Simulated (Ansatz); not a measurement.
What biaxial strain +4.20 %, plane normal [110], relaxed out of plane does to Pd

Take Pd in the fcc (Cu type) structure (space group Fm-3m, No. 225; a = 3.878 Å; relaxed with 0.1 eV smearing) as the base. Axes: x, y, z lie along the cube axes.

One thing is altered: biaxial strain +4.20 %, plane normal [110], relaxed out of plane (Cartesian); in-plane vectors clamped, the third vector and the atoms free.

The values are results of Ansatz (an electronic-structure program), PBEsol, PAW, cutoff 420 eV, spin-orbit coupling left out, earlier PAW set, not measurements. Γ-centred 29×29×29 mesh, Fermi–Dirac width 0.1 eV.

| quantity | base | changed | shift |
|---|---|---|---|
| space group | Fm-3m (No. 225) | Immm (No. 71) | – |
| shortest interatomic distance | 2.742 Å | 2.655 Å | -0.087 Å |
| energy relative to the base (free energy F) | 0 meV/atom | +47 meV/atom | +47 meV/atom |
| pressure (mean of the normal stresses, compression positive) | 0.0 GPa | -7.9 GPa | -7.9 GPa |
| band gap | zero | zero | – |
| out-of-plane strain | – | -3.16 % | – |
| ratio −ε⊥/ε∥ | – | 0.75 | – |
| mean in-plane stress (compression positive) | – | -11.9 GPa | – |

Final structure (turned so that z lies along the plane normal):

```
CELL_PARAMETERS angstrom
      0.00000     0.00000    -2.65512
     -1.42848     2.02018    -1.32756
      1.42848     2.02018    -1.32756
ATOMIC_POSITIONS crystal
  Pd 0.00000 0.00000 0.00000
```

A biaxial case was relaxed in a doubled cell and then solved in the primitive one. Stability against distortions was not tested. The final runs are not spin-polarised. Pd lies near a magnetic instability that expansion can trigger; it was not tested.
